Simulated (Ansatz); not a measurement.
Consider F-vacancy pair (F on one host O site, one O site vacant) in polar orthorhombic HfO2, charge state +3. The step: F and the vacancy change places (F-vacancy distance between ideal sites 2.73 Å throughout); the atom moves 2.38 Å along (-0.44, 0.10, -0.01) of the unit cell; the moving atom starts with neighbours Hf at 2.20, Hf at 2.26, Hf at 2.34; O at 2.54, 2 O at 2.66, O at 2.70, O at 2.80 Å and ends with Hf at 2.11, Hf at 2.23, Hf at 2.50; O at 2.57, O at 2.71 Å. A PBE band in Ansatz (plane-wave PAW, the Γ point alone, 96 host sites, 27 SCF runs with any check of the saddle's order, static, no finite-size correction) gives a forward barrier of 0.31 eV. The saddle point's order was not checked. The host's phase is taken as given; its stability against other phases was not computed. The charge state is imposed; whether it is stable for some Fermi level was not computed. Forms of the defect that were not tried may lie lower. The start lies 0.18 eV above the lowest site run (PBE).

Single points at the band's start and saddle point can refine it. Rough cost of one point, in units of the band's mean SCF on the same machine:

| Level | Cost of one point |
|---|---|
| PBE, a 2×2×2 k-point mesh shifted by half a step | about 10 |
| r2SCAN at 500 eV, the Γ point alone | about 2 |

Problem. Which of these move the barrier by more than 0.1 eV, and how far does each move it?

Solution. Not one does. PBE, a 2×2×2 k-point mesh shifted by half a step: 0.00 eV; r2SCAN at 500 eV, the Γ point alone: +0.03 eV. Each functional is compared with PBE at the same k-points.

Ansatz is a quantum-chemistry and plane-wave program.
